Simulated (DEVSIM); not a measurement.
System: p-channel Ge planar bulk MOSFET with HfO2, at 250 K.

Gate length: 65 nm
Source drain length: 52 nm
Dielectric thickness: 7.1 nm
Lateral straggle: 2.3 nm
Underlap: 0 nm
Junction depth: 38.1 nm
Substrate depth: 233 nm
Gate work function: 4.47 eV
Source and drain doping: 4.8e19 cm⁻³, Gaussian tails under the gate
Body doping: 1.3e18 cm⁻³
Lifetime: 4e-8 s
Supply: 1.5 V
Back or body bias: 0.5 V

All mobilities are scaled by 0.3; velocity saturation, μ/(1 + (μE/vsat)^b)^(1/b) with b = 2 for electrons and 1 for holes and E the electric field along each mesh edge, is on. Mobility is μmin + (μ − μmin)/(1 + (N/Nref)^α).

This is a model device: material constants are rounded textbook-type values typed into the input, and sizes, dopings and lifetimes were drawn at random. Values at 300 K; Nc and Nv go as T^1.5, mobilities as T to minus their exponent, the gap by Varshni's rule with the affinity fixed.

Ge: gap (eV) 0.664, affinity (eV) 4, permittivity 16, Nc (cm⁻³) 1.04e19, Nv (cm⁻³) 6e18, μn (cm²/Vs) 3900, μp (cm²/Vs) 1900, μn,min 150, μp,min 100, Nref,n 2.6e17, Nref,p 4e17, αn 0.56, αp 0.6, T exponent of μn 1.66, T exponent of μp 2.33, vsat,n (cm/s) 6.5e6, vsat,p (cm/s) 6e6, Varshni α (eV/K) 0.000477, Varshni β (K) 235. HfO2: gap (eV) 5.7, affinity (eV) 2.5, permittivity 22.

DEVSIM, 2D drift-diffusion, Boltzmann statistics, complete ionisation; no quantum confinement, tunnelling, impact ionisation, self-heating, contact resistance or fringe fields beside the gate. Metal contacts follow the ideal Schottky-Mott rule: no Fermi-level pinning, no interface dipoles.

Transfer curves, |Id| in μA/μm:

```csv
Vg (V),Vd = -0.05 V,Vd = -1.5 V
0.075,6.871e-8,2.599e-6
0,1.111e-6,3.875e-5
-0.075,1.816e-5,0.0005874
-0.15,0.0002967,0.008935
-0.225,0.004809,0.1315
-0.3,0.07591,1.668
-0.375,1.057,13.44
-0.45,8.498,47.18
-0.525,27.66,97.39
-0.6,51.34,156.6
-0.675,74.43,221.8
-0.75,95.62,291.3
-0.825,114.8,364.0
-0.9,132.2,439.0
-0.975,147.9,516.0
-1.05,162.1,594.5
-1.125,174.9,674.2
-1.2,186.6,755.1
-1.275,197.3,836.8
-1.35,207.0,919.2
-1.425,215.9,1002
-1.5,224.0,1086
```

Q: Work out the subthreshold swing at low drain bias from the rows at 0 and -0.075 V, and compare it with the thermal limit.

A: log10(1.816e-5/1.111e-6) = 1.213 over 75.0 mV, so S = 61.8 mV/decade. The limit kT/q ln 10 is 49.6 mV/decade; the ratio is 1.25. This is the steepest step of the table.

Q: Find both thresholds at the constant current 0.1 μA × (1 μm/L) a micrometre, and the DIBL.

A: The current is 1.54 μA/μm. Interpolating ln Id gives -0.389 V and -0.298 V; their difference over the 1.45 V of drain bias is 63 mV/V.

Source and drain are degenerate, where Boltzmann statistics are only rough. The electric field that drives the saturation includes the junctions' built-in field, which lowers the mobility there even at small currents: subthreshold currents come out too low, a known weakness of this choice.
